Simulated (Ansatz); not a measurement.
Input and output of a self-consistent single point for TiTc (P4mm, 2 atoms in the cell) (Ansatz, a first-principles code).

Computed with PBEsol, harder PAW files (source: ansatz) made with PBE (plane waves; Ansatz).

The change in words: lattice scaled by 0.98; basis.ecutwfc: 500 eV → 890 eV; hamiltonian.pseudopotentials: {kind: paw} (the program's default PAW files) → {kind: paw, source: ansatz}. Reference geometry:
```
TiTc
1.0
    3.10375     0.00000     0.00000
    0.00000     3.10375     0.00000
    0.00000     0.00000     3.10375
Ti Tc
1 1
Direct
  0.50000   0.50000   0.51611
  0.00000   0.00000   0.00000
```

Reference input (self-consistent single point, DFT, PBEsol, plane waves, default PAW files made with PBE): basis.ecutwfc = 500 eV; kpoints.mp_grid.grid = 11 11 11; hamiltonian.xc = pbesol; hamiltonian.pseudopotentials = {kind: paw} (the program's default PAW files); scf.occupations.method = fermi_dirac; scf.occupations.width = 0.1 eV. This run's input differs from it in these lines:

Ansatz 0.2 input:
```diff
@@ -2,5 +2,5 @@
   lattice:
-    - [3.103753, 0.000000, 0.000000]
-    - [0.000000, 3.103753, 0.000000]
-    - [0.000000, 0.000000, 3.103753]
+    - [3.041678, 0.000000, 0.000000]
+    - [0.000000, 3.041678, 0.000000]
+    - [0.000000, 0.000000, 3.041678]
   atoms:
@@ -9,3 +9,3 @@
 basis:
-  ecutwfc: 500.0
+  ecutwfc: 890.0
 kpoints:
@@ -14,3 +14,3 @@
   xc: pbesol
-  pseudopotentials: { kind: paw }
+  pseudopotentials: { kind: paw, source: ansatz }
 scf:
```

Log, with long lists cut:

```
SCF iter   1: F=—  HF=-7814.923727 eV  |F-HF|=—  |Δ(HF+E_count)|=         —  Δρ=1.61e-1  dr2=1.15e1  ethr=3.10e-3  ⟨swp⟩=5.0  Hψ=9267  notcnv=0
all-band conjugate gradients solve this SCF's bands
preconditioner: auto → none
SCF iter   2: F=—  HF=-7813.394762 eV  |F-HF|=—  |Δ(HF+E_count)|=    1.53e0  Δρ=1.03e-1  dr2=5.24e0  ethr=3.10e-3  ⟨swp⟩=2.1  Hψ=4958  notcnv=0
   [... lines left out ...]
SCF iter   8: F=—  HF=-7812.645596 eV  |F-HF|=—  |Δ(HF+E_count)|=   1.87e-7  Δρ=2.62e-5  dr2=2.70e-7  ethr=8.58e-9  ⟨swp⟩=1.5  Hψ=2331  notcnv=0
SCF iter   9: F=-7812.645596 eV  HF=-7812.645596 eV  |F-HF|=1.69e-8  |Δ(HF+E_count)|=   3.56e-8  Δρ=6.09e-6  dr2=1.80e-8  ethr=3.70e-10  ⟨swp⟩=4.8  Hψ=8513  notcnv=0
the search or the solves at the SCF's close seem to have found levels that the self-consistency loop had missed (the run counts 1) …
SCF 1 converged in 9 iterations: F = -7812.645596 eV  dr2 = 1.80e-8
Free energy (F): -7812.645596 eV
Internal energy: -7812.586922 eV  (E = F + TS)
E sigma→0 (E₀):  -7812.616259 eV
Entropy (-TS):   -0.058674 eV (-29.337 meV/atom)
Fermi energy:    19.330769 eV
--- Forces (eV/Å), atoms counted from 1 ---
  atom   1  Ti     0.00000000     0.00000000    -0.46565648
  atom   2  Tc     0.00000000     0.00000000     0.46565300
--- Stress (GPa, compression-positive) ---
        6.536041       0.000000       0.000000
        0.000000       6.536041       0.000000
        0.000000       0.000000       6.304741
  P = ⅓ Tr σ = 6.4589 GPa (64.589 kbar)
  The stress holds the Pulay correction. Without it, at fixed plane waves, as pw.x and ABINIT print it: P = 6.4505 GPa
```

The run converged in 9 iterations. Against the reference run the pressure goes from -6.69 to 6.46 GPa and the largest force goes from 0.379 to 0.466 eV/Å.

The starting cell comes from a database of computed structures (which also holds hypothetical and non-ambient phases and stackings), without a prior relaxation at this level. Its lattice was rescaled by up to half a per cent. One atom was moved a little off its site on purpose. For this run, on top of that: lattice scaled by 0.98. Spin polarisation is off. Ansatz's pressure includes its estimate of the finite-basis (Pulay) stress.
